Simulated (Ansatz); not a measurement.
Band gap of As₂O₃ (P2₁/c, No. 14; start mp-1581; structure not from a measured cell) at several levels of theory

No measured value is used here.

```tsv
level (code)	value (eV)	cell (Å³/atom)
LDA (Ansatz)	3.18	14.99
PBEsol (Ansatz)	3.45	16.72
r²SCAN (Ansatz)	3.93	17.14
r²SCAN-D4 (Ansatz)	3.86	16.29
r²SCAN+rVV10 (Ansatz)	3.78	16.05
HSE06 (Ansatz)	4.71	17.14
```

Computed values are for a static lattice. Spin–orbit coupling is included only where a level's name says +SOC; with heavier elements it mostly lowers gaps and can invert bands.  LDA, PBEsol, r²SCAN, r²SCAN-D4, r²SCAN+rVV10, HSE06: the gap is read on the k mesh or supercell of the run alone and can be too large. LDA, PBEsol, r²SCAN, r²SCAN-D4, r²SCAN+rVV10: the relaxation could not lower the start's symmetry, so the cell can be a saddle point above a distorted one. Values are at the level's own relaxed cell; HSE06 at the r²SCAN cell. K meshes differ between the levels. Ansatz's density-functional and Hartree–Fock values are scalar-relativistic unless marked +SOC, with PAW data made under PBE.

A start named mp-… is a Materials Project structure, which can be a computed phase never made.

Ansatz is an electronic-structure program.
